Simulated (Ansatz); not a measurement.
Start from TiC in the rock salt structure (space group Fm-3m, No. 225; a = 4.261 Å; relaxed with 0.1 eV smearing). Axes: x, y, z lie along the cube axes.

All numbers come from LDA (Ansatz, an electronic-structure program), no spin-orbit coupling.

For the base:

The pressure is 0.0 GPa.

The change: biaxial strain +0.50 %, plane normal [001], relaxed out of plane (Cartesian); in-plane vectors clamped, the third vector and the atoms free.

Q: Estimate the effect on the pressure.

A: The pressure (mean of the normal stresses, compression positive) goes from zero to -2.1 GPa.

Q: What happens to the out-of-plane strain?

A: The out-of-plane strain comes out as -0.22 %.

Whether these cells are dynamically stable was not tested. The final runs are not spin-polarised.
